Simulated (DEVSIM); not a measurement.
Structure: Schottky contact on n-type Si, at 300 K.

| layer (left to right) | material | thickness (μm) | Nd (cm⁻³) | τn (s) | τp (s) |
|---|---|---|---|---|---|
| 1 | Si | 2.60 | 3.6e15 | 8.4e-6 | 8.4e-6 |

Left contact: Schottky, work function 4.94 eV, emission velocity 5.8e6 cm/s. Right contact: ohmic. Voltage is applied to the left contact. Recombination: SRH at mid-gap. Gap narrowing is on: ΔEg = 6.92 meV × (l + √(l² + 0.5)), l = ln(N/1.3e17 cm⁻³), shared equally by both band edges. Mobility is constant in doping.

This is a model device: material constants are rounded textbook-type values typed into the input, and sizes, dopings and lifetimes were drawn at random. Values at 300 K.

```tsv
parameter	Si
gap (eV)	1.124
affinity (eV)	4.05
permittivity	11.7
Nc (cm⁻³)	2.86e19
Nv (cm⁻³)	3.1e19
μn (cm²/Vs)	1417
μp (cm²/Vs)	470
```

Simulated with DEVSIM: 1D drift-diffusion, Boltzmann statistics, complete ionisation; no tunnelling, impact ionisation, image-force lowering or self-heating. Metal contacts follow the ideal Schottky-Mott rule: no Fermi-level pinning, no interface dipoles.

Q: Tabulate band edges, carrier densities and field at -10.0 V on the left contact.

A: Energies count from the Fermi level of the right contact; mesh points crowd at the junctions.

```
x (μm)   Ec (eV)  Ev (eV)  n (cm⁻³)  p (cm⁻³)  field (V/cm)
-------  -------  -------  --------  --------  ------------
0.000     10.890    9.766      1200    3.7e15       -110000
0.01062   10.774    9.651      1200    4.2e13       -110000
0.02387   10.632    9.508      1200    1.7e11       -110000
0.04486   10.407    9.284      1200     2.9e7       -110000
0.08764    9.957    8.834      1300      2200       -100000
0.1300     9.523    8.399      1300      2200       -100000
0.1970     8.854    7.731      1400      2200        -98000
0.3337     7.569    6.445      1600      2100        -90000
0.4690     6.399    5.276      1800      2100        -83000
0.6831     4.756    3.632      2300      2000        -71000
0.9902     2.845    1.722      3300      1900        -54000
1.496      0.842   -0.281    210000      1300        -26000
1.838      0.295   -0.828    3.1e14      1600         -6700
2.076      0.235   -0.889    3.2e15      7300          -420
2.271      0.232   -0.891    3.6e15     16000           -25
2.378      0.232   -0.891    3.6e15     22000           ≈ 0
2.453      0.232   -0.891    3.6e15     25000           ≈ 0
2.500      0.232   -0.891    3.6e15     28000           ≈ 0
2.547      0.232   -0.891    3.6e15     30000           ≈ 0
2.571      0.232   -0.891    3.6e15     31000           ≈ 0
2.585      0.232   -0.891    3.6e15     32000           ≈ 0
2.600      0.232   -0.891    3.6e15     33000           ≈ 0
```
